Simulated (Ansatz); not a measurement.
SrCd2As2 (P-3m1, No. 164, 5 atoms in the cell; start mp-7771) was calculated with PBEsol (Ansatz, a first-principles code, plane waves, PAW).

Numerical settings: plane-wave cutoff 500 eV, 12×12×6 k mesh (along the axes of the cell as run), Fermi–Dirac smearing 0.05 eV, scalar-relativistic PAW data made under PBE.

Cell (relaxed at this level):

Cd2SrAs2 has the trigonal space group P-3m1 (No. 164), Pearson symbol hP5. Conventional cell: a = b = 4.435 Å, c = 7.335 Å, α = β = 90.00°, γ = 120.00°. Sr on 1a sees 6 As at 3.145 Å and 6 Cd at 3.720 Å. Cd on 2d is coordinated by 4 As at 2.705–2.810 Å and 3 Cd at 3.211 Å and 3 Sr at 3.720 Å. As on 2d is coordinated by 4 Cd at 2.705–2.810 Å and 3 Sr at 3.145 Å. (Neighbours: up to the widest gap in distance over summed covalent radii, below 1.35, at either atom; cation-cation and far metal-metal contacts left out.)

Problem. Predict the band gap.

Solution. 
band gap: 0.20 eV (on the SCF k mesh)

Note: the relaxation could not lower the start's symmetry, so the cell can be a saddle point above a distorted one.

Spin–orbit coupling is not included.

A start named mp-… is a Materials Project structure, which need not be a measured phase.
